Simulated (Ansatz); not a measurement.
Consider CdS in the zinc blende structure (space group F-43m, No. 216).

```
CELL_PARAMETERS angstrom
      0.00000     2.91212     2.91212
      2.91212     0.00000     2.91212
      2.91212     2.91212     0.00000
ATOMIC_POSITIONS crystal
  Cd 0.00000 0.00000 0.00000
  S  0.25000 0.25000 0.25000
```

Cartesian axes are those of the cell as printed.

Method: Ansatz (a first-principles code), PBEsol, PAW, cutoff 420 eV, scalar-relativistic without spin-orbit coupling.

Before the change:

The valence-band top at Γ is 0.00, 0.00, 0.00 eV and the electron mass is 0.11 mₑ (at Γ).

The change: the cell is compressed by 2.00 % along z with no lateral relaxation; the atoms relax in the strained cell.

**Question.** What happens to the hole mass, valence-band top at Γ, electron mass and energy relative to the base?

**Answer.** The hole mass comes out as 0.12 mₑ along z, 0.72 mₑ across (at Γ); the valence-band top at Γ (three highest levels, from the VBM) becomes 0.00, -0.06, -0.06 eV (base: 0.00, 0.00, 0.00 eV); the electron mass becomes 0.12 mₑ (at Γ) (base: 0.11 mₑ (at Γ)); the energy rises by 2.3 meV/atom.

The levels and masses belong to the bands next to the band gap. Masses are band curvatures over ±0.01 Å⁻¹ around the edge. Whether these cells are dynamically stable was not tested.
